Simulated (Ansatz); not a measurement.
Gap of wurtzite InP, (0001) cell (InP held in this type, which need not be the stable form), on one geometry relaxed at PBE.

Values marked by level come from r2SCAN (plane waves to 500 eV, PAW; Ansatz, a program for electronic structure); HSE06 (plane waves to 420 eV, PAW; Ansatz). Geometries and values that name no level are of the first. Scalar-relativistic, without spin–orbit coupling. Its k-point mesh 9×9×5, Fermi–Dirac width 0.01 eV. HSE06 ran on meshes of its own (6×6×3); its edges and gaps are taken over the mesh and over extra points off it, mostly where PBE has its edges.

```json
[
 {"level": "r2SCAN", "gap (eV)": "[?]"},
 {"level": "HSE06", "gap (eV)": "1.25"}
]
```

Question: What belongs in the gaps?

Answer: 
- r2SCAN, gap (eV): 0.94
